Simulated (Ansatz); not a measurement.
ZnS under load (space group P6_3mc): band-edge transport data

Here is the system:

```xyz
4
Lattice="3.7584 0.0000 0.0000 -1.8792 3.2549 0.0000 0.0000 0.0000 6.2321" Properties=species:S:1:pos:R:3 pbc="T T T"
Zn     0.0000     2.1699     0.0087
Zn     1.8792     1.0850     3.1247
S      0.0000     2.1699     2.3283
S      1.8792     1.0850     5.4443
```

All values below come from r2SCAN with spin-orbit coupling, rigid bands (plane waves, PAW; Ansatz, a program for electronic structure). Condition of this run: biaxial stress in the c plane of 1 GPa (compression positive) (the target of the relaxation). How the cell was made: cell and atoms relaxed with PBEsol, then loaded as said.

* **band gap**: 2.85 eV
* **electron conductivity mass (300 K, dilute)**: 0.23 (x), 0.23 (y), 0.184 (z) mₑ
* **hole conductivity mass (300 K, dilute)**: 0.97 (x), 0.97 (y), 1.54 (z) mₑ
* **effective density of states N_c (300 K)**: 2.3e18 cm⁻³
* **effective density of states N_v (300 K)**: 3.2e19 cm⁻³
* **density-of-states mass, electrons**: 0.21 mₑ
* **density-of-states mass, holes**: 1.18 mₑ
* **Seebeck coefficient, n-type 1e19 cm⁻³, 300 K**: -119 μV/K
* **Seebeck coefficient, p-type 1e19 cm⁻³, 300 K**: 355 μV/K

Rigid bands; masses and Seebeck coefficients take one relaxation time τ for all states and one kind of carrier; polarons and phonon drag are left out. Geometry: cell and atoms relaxed with PBEsol.
